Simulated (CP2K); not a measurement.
Input and output of a self-consistent single point for BaC₂ (I4/mmm, 3 atoms in the cell) (CP2K).

Method: PBEsol, GPW, DZVP-MOLOPT-SR-GTH basis, GTH-PBE potentials (GTH_POTENTIALS) (CP2K 2026.2).

```xyz
3
Lattice="4.7622 0.0000 0.0000 0.7269 4.7064 0.0000 -2.7445 -2.3532 3.0997" Properties=species:S:1:pos:R:3 pbc="T T T"
Ba     0.0000     0.0000     0.0000
C      3.2221     2.7627     0.0000
C      2.2669     1.9437     0.0000
```

Reference input (self-consistent single point, DFT PBEsol, GPW, DZVP-MOLOPT-SR-GTH basis, GTH-PBE potentials (GTH_POTENTIALS)): CUTOFF = 500 Ry; REL_CUTOFF = 60 Ry; SMEAR/METHOD = FERMI_DIRAC; ELECTRONIC_TEMPERATURE = 580.23 K; KPOINTS/SCHEME = MONKHORST-PACK 6 6 6; GAMMA_CENTERED = T; XC_FUNCTIONAL = PBE:PBESOL; Ba/BASIS_SET = DZVP-MOLOPT-SR-GTH-q10; Ba/POTENTIAL = GTH-PBE-q10; C/BASIS_SET = DZVP-MOLOPT-SR-GTH-q4; C/POTENTIAL = GTH-PBE-q4; METHOD = GPW. This run's input differs from it in these lines:

```diff
@@ -39,3 +39,3 @@
     &KPOINTS
-      SCHEME MONKHORST-PACK 6 6 6
+      SCHEME MONKHORST-PACK 12 12 12
       GAMMA_CENTERED T
```

The program printed (abridged):

```
 SCF WAVEFUNCTION OPTIMIZATION

  Step     Update method      Time    Convergence         Total energy    Change
     1 NoMix/Diag. 0.20E+00      -     1.73033981       -36.6596395290 -3.67E+01
     2 Broy./Diag. 0.20E+00      -     0.03424551       -36.0740561997  5.86E-01
     3 Broy./Diag. 0.20E+00      -     0.05453032       -36.5017388295 -4.28E-01
     4 Broy./Diag. 0.20E+00      -     0.01747752       -36.7540000422 -2.52E-01
     5 Broy./Diag. 0.20E+00      -     0.00771224       -36.7004860700  5.35E-02
     6 Broy./Diag. 0.20E+00      -     0.00055718       -36.7468487652 -4.64E-02
   [... 2 lines left out ...]
     9 Broy./Diag. 0.20E+00      -     0.00004997       -36.7496020942 -4.21E-04
    10 Broy./Diag. 0.20E+00      -     0.00001948       -36.7499702938 -3.68E-04
    11 Broy./Diag. 0.20E+00      -     0.00001159       -36.7499874457 -1.72E-05
    12 Broy./Diag. 0.20E+00      -     0.00000042       -36.7499827366  4.71E-06
  *** SCF run converged in    12 steps ***

  Overlap energy of the core charge distribution:               0.00000456658228
  Self energy of the core charge distribution:                -78.90979210795230
  Core Hamiltonian energy:                                     18.22431264604062
  Hartree energy:                                              30.97591454821069
  Exchange-correlation energy:                                 -7.04042238865617
  Electronic entropic energy:                                  -0.00000000087099
  Fermi energy:                                                 0.16590621861304

  Total energy:                                               -36.74998273664587
  Total energy (extrapolated to T->0):                        -36.74998273621038

   [... lines left out ...]

 STRESS| Analytical stress tensor [bar]
 STRESS|                        x                   y                   z
 STRESS|      x       -2.19741643030E+02   1.24252398163E+04   9.33273120497E-03
 STRESS|      y        1.24252398163E+04  -4.05782013950E+03  -2.80347767806E-02
 STRESS|      z        9.33273120497E-03  -2.80347767806E-02  -1.47112255556E+04
 STRESS| 1/3 Trace                                            -6.32959577938E+03
```

The run converged in 12 iterations. Against the reference run the free energy is nearly the same (within 1 meV/atom), the pressure stays at -0.63 GPa, the largest force stays at 0.809 eV/Å and the gap on the mesh goes from 1.477 to 1.454 eV.

The starting cell comes from a database of computed structures (which also holds hypothetical and non-ambient phases and stackings), without a prior relaxation at this level. Its lattice was rescaled by a random factor within 2.5 % of one. Values carry the incompleteness of an atom-centred basis. The potentials were made for another functional than the one used.

Cost on one core of a shared machine: roughly 50 s.
